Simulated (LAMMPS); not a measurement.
An MD run on GaN (wurtzite), 896 atoms, at 300 K and 0 GPa, heated as the crystal.

All values are model results, not measurements: classical MD, pair style tersoff, file GaN.tersoff, run in LAMMPS.

Starting crystal:

```cif
data_Ga2N2
_chemical_formula_sum 'Ga2 N2'
_space_group_name_H-M_alt 'P63mc'
_space_group_IT_number 186
_space_group_name_Hall 'P 6c -2c'
_cell_length_a 3.19000
_cell_length_b 3.19000
_cell_length_c 5.19000
_cell_angle_alpha 90.000
_cell_angle_beta 90.000
_cell_angle_gamma 120.000
loop_
_atom_site_label
_atom_site_type_symbol
_atom_site_symmetry_multiplicity
_atom_site_Wyckoff_symbol
_atom_site_fract_x
_atom_site_fract_y
_atom_site_fract_z
_atom_site_occupancy
Ga1 Ga 2 b 0.66667 0.33333 0.00000 1
N1 N 2 b 0.33333 0.66667 0.12300 1
```
(The calculation used a cell of 8 atoms; values per cell refer to that cell.)

**Question.** Estimate the density, the most common N-Ga-N angle, the mean frequency of the velocity spectrum for this model.

**Answer.** density: 6.0798 ± 0.0004 g/cm³; most common N-Ga-N angle: in the 3° bin centred on 109.5° (mean of all 109°); mean frequency of the velocity spectrum: 14.8 THz.
